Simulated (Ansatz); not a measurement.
Results of LDA in Ansatz (plane waves, PAW) for LaN (P6₃mc, No. 186, 4 atoms in the cell; start mp-567290; a measured phase of this formula has another space group).

Run with plane-wave cutoff 520 eV, 12×12×6 k mesh (along the axes of the cell as run), Fermi–Dirac smearing 0.01 eV, scalar-relativistic PAW data made under PBE.

Cell (relaxed at this level):

```cif
data_La2N2
_chemical_formula_sum 'La2 N2'
_space_group_name_H-M_alt 'P 1'
_space_group_IT_number 1
_cell_length_a 4.10099
_cell_length_b 4.10099
_cell_length_c 5.71976
_cell_angle_alpha 90.000
_cell_angle_beta 90.000
_cell_angle_gamma 120.000
loop_
_space_group_symop_operation_xyz
  'x, y, z'
loop_
_atom_site_label
_atom_site_type_symbol
_atom_site_fract_x
_atom_site_fract_y
_atom_site_fract_z
_atom_site_occupancy
La1 La 0.33333 0.66667 0.99274 1
La2 La 0.66667 0.33333 0.49274 1
N1 N 0.33333 0.66667 0.41726 1
N2 N 0.66667 0.33333 0.91726 1
```

Estimate the band gap, smallest direct gap on the k points sampled and Γ–Γ gap that the calculation returns.


- band gap = 0.93 eV
- smallest direct gap on the k points sampled = 1.27 eV
- Γ–Γ gap = 1.37 eV

Spin–orbit coupling is not included.

Static lattice: no zero-point or thermal effects.

A start named mp-… is a Materials Project structure, which need not be a measured phase.

Ansatz is a quantum-chemistry and plane-wave program.
